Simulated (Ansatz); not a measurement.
**What Be → Mg does to Be**

Base system: Be in the hcp (Mg type) structure (space group P6_3/mmc, No. 194; a = 2.257 Å, c = 3.553 Å).

It is then changed as follows: Mg takes the place of Be on all its sites, then cell and atoms are relaxed.

Computed with PBEsol (Ansatz, a program for electronic structure, PAW, scalar-relativistic without spin-orbit coupling). Settings: 17×17×9 k-points, 0.05 eV Fermi–Dirac smearing, for the changed cell.

```yaml
density: 1.79 g/cm³ (base 1.91 g/cm³)
lattice_parameter_a: 3.167 Å (base 2.257 Å)
c/a ratio: 1.639 (base 1.574)
space_group: P6_3/mmc (No. 194) (base P6_3/mmc (No. 194))
band_gap: zero (base zero)
```

Final structure:

```xyz
2
Lattice="3.1667 0.0000 0.0000 -1.5833 2.7424 0.0000 0.0000 0.0000 5.1890" Properties=species:S:1:pos:R:3 pbc="T T T"
Mg     0.0000     1.8283     3.8917
Mg     1.5833     0.9141     1.2972
```

Whether these cells are dynamically stable was not tested.
